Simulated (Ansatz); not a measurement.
Worked example: dielectric-response calculation of H₄BrN (P-43m, 6 atoms in the cell) in Ansatz (an electronic-structure program).

Method: LDA (PW92), default PAW files made with PBE (plane waves; Ansatz).

```
CELL_PARAMETERS angstrom
      4.01210     0.00000     0.00000
      0.00000     4.01210     0.00000
      0.00000     0.00000     4.01210
ATOMIC_POSITIONS crystal
  H  0.14921 0.14921 0.85079
  H  0.14921 0.85079 0.14921
  H  0.85079 0.85079 0.85079
  H  0.85079 0.14921 0.14921
  Br 0.50000 0.50000 0.50000
  N  0.00000 0.00000 0.00000
```

Reference input (self-consistent single point, DFT, LDA (PW92), plane waves, default PAW files made with PBE): basis.ecutwfc = 420 eV; kpoints.mp_grid.grid = 6 6 6; hamiltonian.xc = lda; hamiltonian.pseudopotentials = {kind: paw} (the program's default PAW files); scf.occupations.method = fixed. This run's input differs from it in these lines:

Ansatz 0.2 input:
```diff
@@ -17,3 +17,3 @@
   mp_grid:
-    grid: [6, 6, 6]
+    grid: [5, 5, 5]
 hamiltonian:
@@ -25,6 +25,4 @@
     method: fixed
-output:
-  forces: true
-  eigenvalues: true
-  stress: true
+dielectric:
+  field_mesh: kpoints
```

Output, abridged:

```
SCF iter   1: F=—  HF=-3133.605837 eV  |F-HF|=—  |Δ(HF+E_count)|=         —  Δρ=7.75e-3  dr2=1.89e-2  ethr=1.77e-3  ⟨swp⟩=5.1  Hψ=1763  notcnv=0  defer=101
all-band conjugate gradients solve this SCF's bands
preconditioner: auto → none
SCF iter   2: F=—  HF=-3133.601971 eV  |F-HF|=—  |Δ(HF+E_count)|=   3.87e-3  Δρ=3.07e-3  dr2=3.53e-3  ethr=1.18e-4  ⟨swp⟩=2.1  Hψ=758  notcnv=0  defer=102
SCF iter   3: F=—  HF=-3133.601323 eV  |F-HF|=—  |Δ(HF+E_count)|=   6.49e-4  Δρ=1.55e-3  dr2=1.34e-3  ethr=2.20e-5  ⟨swp⟩=2.0  Hψ=600  notcnv=0  defer=103
   [... lines left out ...]
SCF iter   5: F=—  HF=-3133.600915 eV  |F-HF|=—  |Δ(HF+E_count)|=   8.18e-7  Δρ=2.67e-5  dr2=3.12e-7  ethr=2.31e-8  ⟨swp⟩=2.9  Hψ=627  notcnv=0  defer=47
SCF iter   6: F=—  HF=-3133.600916 eV  |F-HF|=—  |Δ(HF+E_count)|=   6.49e-7  Δρ=8.28e-6  dr2=1.68e-8  ethr=1.95e-9  ⟨swp⟩=2.5  Hψ=556  notcnv=0  defer=40
SCF iter   7: F=—  HF=-3133.600916 eV  |F-HF|=—  |Δ(HF+E_count)|=   1.92e-9  Δρ=1.16e-6  dr2=2.63e-10  ethr=1.05e-10  ⟨swp⟩=2.0  Hψ=497  notcnv=0  defer=40
SCF iter   8: F=-3133.600916 eV  HF=-3133.600916 eV  |F-HF|=8.64e-12  |Δ(HF+E_count)|=  4.09e-12  Δρ=1.25e-7  dr2=1.10e-11  ethr=1.00e-12  ⟨swp⟩=9.0  Hψ=1727  notcnv=0
SCF 1 converged in 8 iterations: F = -3133.600916 eV  dr2 = 1.10e-11
DFPT response loops at Γ: preconditioner auto → none (the input reference at scf.mixing.eps_inf says where Resta's filter doesn't serve); β = 0.50 …
   [... lines left out ...]
WARN: field response: the 5×5×5 k-mesh looks too coarse for the field response at k = (0.0000, 0.0000, 0.0000), direct gap 3.966 eV …
Free energy (F): -3133.600916 eV
Fermi energy:    0.775934 eV
   [... lines left out ...]
         0.00000   -1.24184    0.00000
        -0.00000   -0.00000   -1.24184
    site 5:
        -1.03920   -0.00000   -0.00000
         0.00000   -1.03920    0.00000
        -0.00000   -0.00000   -1.03920
  Z* charge neutrality: 2.346e-6 e pre-enforcement
  k-mesh period / interband length: 20.1 Å / 1.56 Å = 12.82 at k = (0.0000, 0.0000, 0.0000), direct gap 3.966 eV — UNDER 14: by this measure the k-mesh is too coarse for the response
```

The run converged in 8 iterations. 

Summary of the result:
Free energy E − TS (on the zero of these files): -3133.6009 eV
Top of the valence band (on the code's own zero): 0.78 eV
Gap on the k-point mesh: 3.92 eV
ε∞ at this k-point mesh, which may be far from converged in small-gap cells (xx, yy, zz): 3.17, 3.17, 3.17
Born charges at this mesh (mean of the diagonal, e): H 0.57, H 0.57, H 0.57, H 0.57, Br -1.24, N -1.04

The starting cell comes from a database of computed structures (which also holds hypothetical and non-ambient phases and stackings), without a prior relaxation at this level. Its lattice was rescaled by up to half a per cent.
